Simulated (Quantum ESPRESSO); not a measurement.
## Pressure against volume in zinc-blende ZnS (space group 216) (Quantum ESPRESSO, PBEsol)

```xyz
2
Lattice="0.0000 2.6265 2.6265 2.6265 0.0000 2.6265 2.6265 2.6265 0.0000" Properties=species:S:1:pos:R:3 pbc="T T T"
Zn     0.0000     0.0000     0.0000
S      3.9397     3.9397     3.9397
```

Method of the run: PBEsol, GBRV 1.5 ultrasoft (PBESOL) pseudopotentials (plane waves; Quantum ESPRESSO 7.5). Settings: ecutwfc = 65 Ry; ecutrho = 325 Ry; occupations = smearing; smearing = fermi-dirac; degauss = 0.000734986 Ry; potentials = {Zn: zn_pbesol_v1.uspp.F.UPF, S: s_pbesol_v1.4.uspp.F.UPF}; K_POINTS = automatic 11 11 11 0 0 0; conv_thr = 1e-10 Ry; mixing_beta = 0.3. The cell above is the first row's. The rows scale it uniformly. In all rows fractional positions and the k mesh are held.

| V (Å^3/atom) | P (GPa) |
|---|---|
| 18.118 | 5.30 |
| 18.512 | 3.19 |
| 18.906 | 1.33 |
| 19.300 | -0.34 |
| 19.694 | -1.84 |
| 20.087 | -3.18 |
| 20.481 | -4.38 |
| 20.875 | -5.46 |
| 21.269 | ? |

Fit P of the 8 rows that show it with a cubic. With u = V - 19.5, the rows have u = -1.3820, -0.9880, -0.5940, -0.2000, 0.1940, 0.5870, 0.9810, 1.3750. Least squares gives P = -1.126 - 3.7897·u + 0.5412·u² - 0.0570·u³. Residuals (row less fit): 0.005, -0.011, 0.002, 0.006, 0.001, -0.004, -0.003, 0.002; standard error 0.008 (degrees of freedom: 4). The fitted pressure is zero at V0 = 19.21, where dP/dV = -4.112, so B0 = -V0·dP/dV = 79.0 GPa.

What does the fit predict for P at V = 21.269, and how far is the calculated value from it?

u = 1.7690, so P = -1.126 - 3.7897 × 1.7690 + 0.5412 × 1.7690² - 0.0570 × 1.7690³ = -6.452 GPa. The calculation gives -6.42 GPa, 0.032 GPa above the prediction (0.3 % of the range of P in the table). The row lies outside the fitted rows, so this is an extrapolation. From the scatter of the fitted rows alone, a prediction at this place has a standard error of 0.020 GPa, so the miss is 1.6 times that.

Carrying the step between the two nearest rows on in a straight line would have given -6.54, off by 0.12; series whose last step already gives the withheld value aren't shown. The scan was laid around a cell of about the measured size, scaled by a guess for this functional. The runs keep the symmetry of the cell, so they don't test it for distortions. Cutoffs and mesh are single choices, not tested for convergence of this quantity. Series with a scatter that would blur these digits, or in which a gap closes, are not shown.
